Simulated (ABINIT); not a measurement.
Input and output of a self-consistent single point for Cl2 (Cmce, 4 atoms in the cell) (ABINIT).

Method of the run: PBE, PAW (JTH v2.0 PBE PAW) (plane waves; ABINIT).

The change in words: lattice scaled by 0.98. Reference geometry:
```
Cl2
1.0
    3.23254    -2.03751     0.00000
    3.23254     2.03751     0.00000
    0.00000     0.00000     8.32090
Cl
4
Direct
  0.88548   0.11452   0.60475
  0.11452   0.88548   0.39525
  0.61452   0.38548   0.10475
  0.38548   0.61452   0.89525
```

Reference input (self-consistent single point, DFT, PBE, plane waves, PAW (JTH v2.0 PBE PAW)): pseudos = [Cl.GGA_PBE-JTH.xml]; ecut = 26 Ha; pawecutdg = 52 Ha; pawxcdev = 0; ixc = 11; occopt = 3; tsmear = 0.00183747 Ha; ngkpt = 9 9 4; nshiftk = 1; shiftk = 0 0 0; potentials = JTH v2.0 PBE PAW; nband = 19. This run's input differs from it in these lines:

```diff
@@ -3,6 +3,6 @@
 pseudos "Cl.GGA_PBE-JTH.xml"
-acell 7.2208279936 7.2208279936 15.7242164412
+acell 7.0764114400 7.0764114400 15.4097319990
 rprim
-         0.8459721062   -0.5332271519    0.0000000000
-         0.8459721062    0.5332271519    0.0000000000
+         0.8459720627   -0.5332272209    0.0000000000
+         0.8459720627    0.5332272209    0.0000000000
          0.0000000000    0.0000000000    1.0000000000
@@ -13,6 +13,6 @@
 xcart
-         6.1086190664   -2.9684593178    9.5092198928
-         6.1086190664    2.9684593178    6.2149965484
-         6.1086190664   -0.8818822276    1.6471116722
-         6.1086190664    0.8818822276   14.0771047690
+         5.9864463827   -2.9090905103    9.3190354264
+         5.9864463827    2.9090905103    6.0906965726
+         5.9864463827   -0.8642446955    1.6141694269
+         5.9864463827    0.8642446955   13.7955625721
 ecut 26
```

Log, with long lists cut:

```
--- !BeginCycle
solver: {iscf: 17, nstep: 50, nline: 4, wfoptalg: 10, }
tolerances: {tolvrs: 1.00E-10, }
...

     iter   Etot(hartree)      deltaE(h)  residm     nres2
 ETOT  1  -60.448295542815    -6.045E+01 4.487E-02 1.178E+01
 ETOT  2  -60.485615601672    -3.732E-02 5.430E-03 1.004E+00
 ETOT  3  -60.484251591395     1.364E-03 2.123E-03 2.551E-02
 ETOT  4  -60.484314700114    -6.311E-05 2.412E-03 4.089E-03
 ETOT  5  -60.484332312393    -1.761E-05 1.726E-03 2.155E-04
   [... 2 lines left out ...]
 ETOT  8  -60.484334003969    -2.002E-08 9.581E-04 1.855E-07
 ETOT  9  -60.484334006351    -2.383E-09 5.995E-04 1.030E-08
 ETOT 10  -60.484334006450    -9.909E-11 2.153E-04 8.139E-10
 ETOT 11  -60.484334006461    -1.008E-11 1.074E-04 8.487E-11
 At SCF step   11       nres2   =  8.49E-11 < tolvrs=  1.00E-10 =>converged.

 Cartesian components of stress tensor (hartree/bohr^3)
  sigma(1 1)= -6.65613583E-05  sigma(3 2)=  0.00000000E+00
  sigma(2 2)= -1.48586214E-04  sigma(3 1)=  0.00000000E+00
  sigma(3 3)= -3.36000139E-04  sigma(2 1)=  0.00000000E+00

 ----iterations are completed or convergence reached----

 reduced coordinates (array xred) for    4 atoms
       0.885480000018      0.114520000030      0.604750000000
       0.114520000030      0.885480000018      0.395250000000
       0.614520000030      0.385480000018      0.104750000000
       0.385480000018      0.614520000030      0.895250000000
 cartesian forces (eV/Angstrom) at end:
    1      0.00000000000000     0.82605584459246     1.49691627844328
   [... lines left out ...]
 Fermi (or HOMO) energy (eV) =   2.41025   Average Vxc (eV)=  -8.41271
   [... lines left out ...]
'-kT*entropy'       : -3.33845160876746E-14
total_energy        : -6.04843336548865E+01
total_energy_eV     : -1.64586242059943E+03
...

-Cartesian components of stress tensor (GPa)         [Pressure=  5.4051E+00 GPa]
- sigma(1 1)= -1.95830244E+00  sigma(3 2)=  0.00000000E+00
- sigma(2 2)= -4.37155660E+00  sigma(3 1)=  0.00000000E+00
- sigma(3 3)= -9.88546373E+00  sigma(2 1)=  0.00000000E+00

 Calculation completed.
```

The run converged in 11 iterations. Against the reference run the free energy rises by 40.9 meV/atom, the pressure goes from 2.83 to 5.41 GPa, the largest force goes from 0.853 to 1.710 eV/Å and the gap on the mesh goes from 2.356 to 2.571 eV.

The starting cell comes from a database of computed structures (which also holds hypothetical and non-ambient phases and stackings), without a prior relaxation at this level. Its lattice was rescaled by a random factor within 2.5 % of one. For this run, on top of that: lattice scaled by 0.98. With a pressure of about 5 GPa the cell is away from its equilibrium volume at this level. Forces in this geometry exceed 1 eV/Å.

Cost on one core of a shared machine: roughly 2 min.
